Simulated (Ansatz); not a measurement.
# How the lattice constant a of YSi (model structure, started from the CsCl type, Pm-3m, No. 221, 2 atoms in the cell) moves with the method

No measured value is used here.

```
level (code)          value (Å)
-------------------  ----------
PBE (Ansatz)         (withheld)
PBEsol (Ansatz)           3.495
PBE-D3(BJ) (Ansatz)       3.493
r²SCAN (Ansatz)           3.544
```

Q: What belongs in the gaps?

A: 
- PBE (Ansatz, a quantum-chemistry and plane-wave program), value (Å): 3.538

The crystal itself was run without spin with PBE, PBEsol, PBE-D3(BJ), r²SCAN; a magnetic state was not tried in these runs. Ansatz's density-functional and Hartree–Fock values are scalar-relativistic unless marked +SOC, with PAW data made under PBE.

A model structure was made by putting elements into a prototype or built by hand; it is no filed structure, need not be a known phase, and can be a saddle point held by its symmetry.
